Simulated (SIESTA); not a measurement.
**Worked example: self-consistent single point of SiO2 (P4_12_12, 12 atoms in the cell) in SIESTA**

Level of theory: GGA PBE, numerical atomic orbitals TZP, PseudoDojo PBE standard norm-conserving potentials (rewritten from UPF to PSML) run with SIESTA.

Input:

```
# files in the folder: Si.psml O.psml (PseudoDojo PBE standard)
SystemName  SiO2
SystemLabel siesta

NumberOfAtoms                12
NumberOfSpecies              2
%block ChemicalSpeciesLabel
  1 14 Si
  2 8 O
%endblock ChemicalSpeciesLabel
LatticeConstant              1.0 Ang
%block LatticeVectors
     4.918260000    0.000000000    0.000000000
     0.000000000    4.918260000    0.000000000
     0.000000000    0.000000000    6.830614000
%endblock LatticeVectors
AtomicCoordinatesFormat      Fractional
%block AtomicCoordinatesAndAtomicSpecies
     0.698660000    0.698660000    0.500000000  1
     0.801340000    0.198660000    0.750000000  1
     0.301340000    0.301340000    0.000000000  1
     0.198660000    0.801340000    0.250000000  1
     0.893570000    0.761390000    0.320110000  2
     0.738610000    0.393570000    0.570110000  2
     0.106430000    0.238610000    0.820110000  2
     0.261390000    0.606430000    0.070110000  2
     0.393570000    0.738610000    0.429890000  2
     0.238610000    0.106430000    0.179890000  2
     0.606430000    0.261390000    0.929890000  2
     0.761390000    0.893570000    0.679890000  2
%endblock AtomicCoordinatesAndAtomicSpecies

XC.functional                GGA
XC.authors                   PBE
PAO.BasisSize                TZP
PAO.EnergyShift              0.01 Ry
MeshCutoff                   300 Ry
%block kgrid.MonkhorstPack
    5   0   0  0.0
    0   5   0  0.0
    0   0   4  0.0
%endblock kgrid.MonkhorstPack
OccupationFunction           FD
ElectronicTemperature        10 K

MaxSCFIterations             150
SCF.Mixer.Method             Pulay
SCF.Mixer.Weight             0.2
SCF.Mixer.History            6
SCF.DM.Tolerance             1.0E-04
Diag.ParallelOverK           true
WriteForces                  true
```

Output, abridged:

```
reinit: Reading from file input.fdf

reinit: System Name: SiO2
reinit: System Label: siesta

coor:   Atomic-coordinates input format  =     Fractional

siesta: Atomic coordinates (Bohr) and species
siesta:      6.49346   6.49346   6.45399  1        1
siesta:      7.44779   1.84638   9.68099  1        2
siesta:      2.80070   2.80070   0.00000  1        3
siesta:      1.84638   7.44779   3.22700  1        4
siesta:      8.30499   7.07648   4.13198  2        5
siesta:      6.86476   3.65790   7.35897  2        6
siesta:      0.98918   2.21768  10.58597  2        7
siesta:      2.42940   5.63626   0.90498  2        8
siesta:      3.65790   6.86476   5.54902  2        9
siesta:      2.21768   0.98918   2.32202  2       10
siesta:      5.63626   2.42940  12.00301  2       11
siesta:      7.07648   8.30499   8.77601  2       12

siesta: System type = bulk

initatomlists: Number of atoms, orbitals, and projectors:     12   204   176

siesta: ******************** Simulation parameters ****************************
redata: Spin configuration                          = none
redata: Time-Reversal Symmetry                      = T
redata: Number of Atomic Species                    =        2
redata: Mesh Cutoff                                 =   300.0000 Ry
redata: Net charge of the system                    =     0.0000 |e|
redata: Min. number of SCF Iter                     =        0
redata: Max. number of SCF Iter                     =      150
redata: SCF convergence failure will abort job
redata: SCF mix quantity                            = Hamiltonian
redata: Mix DM or H after convergence               =   F
redata: Recompute H after scf cycle                 =   F
redata: Mix DM in first SCF step                    =   T
redata: No kicks to SCF
redata: DM Mixing Weight for Kicks                  =     0.5000
redata: Require Harris convergence for SCF          =   F
   [... lines left out ...]
diag: Parallel distribution                         =     1 x     1
diag: Used triangular part                          = Lower
diag: Absolute tolerance                            =  0.100E-15
diag: Orthogonalization factor                      =  0.100E-05
diag: Memory factor                                 =  1.0000

superc: Internal auxiliary supercell:     5 x     5 x     3  =      75
superc: Number of atoms, orbitals, and projectors:    900  15300  13200

                        Single-point calculation

superc: Internal auxiliary supercell:     5 x     5 x     3  =      75
superc: Number of atoms, orbitals, and projectors:    900  15300  13200

outcell: Unit cell vectors (Ang):
        4.918260    0.000000    0.000000
        0.000000    4.918260    0.000000
        0.000000    0.000000    6.830614

outcell: Cell vector modules (Ang)   :    4.918260    4.918260    6.830614
outcell: Cell angles (23,13,12) (deg):     90.0000     90.0000     90.0000
outcell: Cell volume (Ang**3)        :    165.2276
new_DM -- step:     1
Initializing Density Matrix...

Attempting to read DM from file... Failed...
DM filled with atomic data:

InitMesh: MESH = 54 x 54 x 72 = 209952
InitMesh: Mesh cutoff (required, used) =   300.000   307.077 Ry

stepf: Fermi-Dirac step function
        iscf     Eharris(eV)        E_KS(eV)     FreeEng(eV)     dDmax    Ef(eV) dHmax(eV)
   scf:    1    -4044.304130    -4064.541156    -4064.541156  1.570224 -8.976601  5.952953
   scf:    2    -4074.260238    -4069.900302    -4069.900302  0.050279 -8.341231  3.038409
   scf:    3    -4072.691077    -4071.891121    -4071.891121  0.050629 -2.778223  0.169928
   scf:    4    -4071.896204    -4071.895590    -4071.895590  0.011394 -2.848297  0.138904
   scf:    5    -4071.891580    -4071.897367    -4071.897367  0.005228 -2.804489  0.098811
   scf:    6    -4071.900967    -4071.899929    -4071.899929  0.001948 -2.814589  0.001790
   scf:    7    -4071.899930    -4071.899930    -4071.899930  0.000245 -2.815107  0.002332
   scf:    8    -4071.899931    -4071.899931    -4071.899931  0.000114 -2.813795  0.000558
   scf:    9    -4071.899931    -4071.899931    -4071.899931  0.000008 -2.813823  0.000014
SCF Convergence by DM+H criterion
max |DM_out - DM_in|         :     0.0000080756
max |H_out - H_in|      (eV) :     0.0000142296
SCF cycle converged after 9 iterations

Using DM_out to compute the final energy and forces

siesta: E_KS(eV) =            -4071.8999

siesta: E_KS - E_eggbox =     -4071.8999

siesta: Atomic forces (eV/Ang):
     1    0.015519    0.015519   -0.000000
     2   -0.015519    0.015519    0.000000
     3   -0.015519   -0.015519   -0.000000
     4    0.015519   -0.015519    0.000000
     5   -0.575342    0.112950   -0.818739
     6   -0.112950   -0.575342   -0.818739
     7    0.575342   -0.112950   -0.818739
     8    0.112950    0.575342   -0.818739
     9   -0.575342   -0.112950    0.818739
    10   -0.112950    0.575342    0.818739
    11    0.575342    0.112950    0.818739
    12    0.112950   -0.575342    0.818739
   Tot   -0.000000    0.000000    0.000000
   Max    0.818739
   Res    0.474775    sqrt( Sum f_i^2 / 3N )
   Max    0.818739    constrained

Stress tensor Voigt[x,y,z,yz,xz,xy] (kbar):     -144.98     -144.98     -149.76        0.00       -0.00       -0.00
(Free)E + p*V (eV/cell)    -4056.7839
Target enthalpy (eV/cell)    -4071.8999

siesta: Program's energy decomposition (eV):
siesta: Ebs     =      -946.665791
siesta: Eions   =      6021.189825
siesta: Ena     =       923.455530
siesta: Ekin    =      2689.105539
siesta: Enl     =      -548.184206
siesta: Eso     =         0.000000
siesta: Edftu   =         0.000000
siesta: DEna    =       -14.507803
siesta: DUscf   =         4.778390
siesta: DUext   =         0.000000
siesta: Ex      =     -1028.298092
siesta: Ec      =       -77.059463
siesta: Exc     =     -1105.357555
siesta: Eharris =     -4071.899931
siesta: Etot    =     -4071.899931
siesta: FreeEng =     -4071.899931

siesta: Atomic forces (eV/Ang):
siesta:      1    0.015519    0.015519   -0.000000
siesta:      2   -0.015519    0.015519    0.000000
siesta:      3   -0.015519   -0.015519   -0.000000
siesta:      4    0.015519   -0.015519    0.000000
siesta:      5   -0.575342    0.112950   -0.818739
siesta:      6   -0.112950   -0.575342   -0.818739
siesta:      7    0.575342   -0.112950   -0.818739
siesta:      8    0.112950    0.575342   -0.818739
siesta:      9   -0.575342   -0.112950    0.818739
siesta:     10   -0.112950    0.575342    0.818739
siesta:     11    0.575342    0.112950    0.818739
siesta:     12    0.112950   -0.575342    0.818739
siesta: ----------------------------------------
siesta:    Tot   -0.000000    0.000000    0.000000

siesta: Stress tensor (static) (eV/Ang**3):
siesta:    -0.090492   -0.000000   -0.000000
siesta:    -0.000000   -0.090492    0.000000
siesta:    -0.000000    0.000000   -0.093475

siesta: Cell volume =        165.227644 Ang**3

siesta: Pressure (static):
siesta:                Solid            Molecule  Units
siesta:           0.00099641          0.00101344  Ry/Bohr**3
siesta:           0.09148635          0.09304988  eV/Ang**3
siesta:         146.57729473        149.08234853  kBar
```

The run converged in 9 iterations.

The starting cell comes from a database of computed structures (which also holds hypothetical and non-ambient phases and stackings), without a prior relaxation at this level. Its lattice was rescaled by a random factor within 2.5 % of one. Values carry the incompleteness of an atom-centred basis. With a pressure of about 15 GPa the cell is away from its equilibrium volume at this level. Forces in this geometry exceed 1 eV/Å.

Cost on one core of a shared machine: roughly 30 s.
